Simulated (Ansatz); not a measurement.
We consider cubic perovskite CsSrF₃, described by rVV10 (plane waves, PAW; Ansatz, an electronic-structure program).

Settings: plane-wave cutoff 520 eV, 8×8×8 k mesh, Fermi–Dirac smearing 0.01 eV, scalar-relativistic PAW data made under PBE.

Energies at three volumes about the minimum:

| V (Å³/atom) | E − E_lowest (meV/atom) |
|---|---|
| 21.279 | 1.27 |
| 21.714 | 0.00 |
| 22.148 | 1.19 |

Problem. Fit a parabola by hand: where is the minimum, what lattice constant follows, and what is the bulk modulus?

Solution. Slopes: (0.00 − 1.27)/(21.714 − 21.279) = -2.920 and (1.19 − 0.00)/(22.148 − 21.714) = 2.742 meV/Å³. Curvature E″ = 2 × (2.742 − (-2.920))/(22.148 − 21.279) = 13.031 meV/Å⁶. From the middle of the first interval, the slope vanishes at V0 = 21.4965 − (-2.920)/13.031 = 21.721 Å³/atom. B = V0 E″ = 21.721 × 13.031 meV/Å³ × 0.1602 GPa per meV/Å³ = 45.3 GPa. With 5 atoms in the cube, a = (5 × 21.721)^(1/3) = 4.771 Å. The full Birch–Murnaghan fit to all volumes gives V0 = 21.713 Å³/atom and B0 = 45.4 GPa.

Note: the relaxation could not lower the start's symmetry, so the cell can be a saddle point above a distorted one.
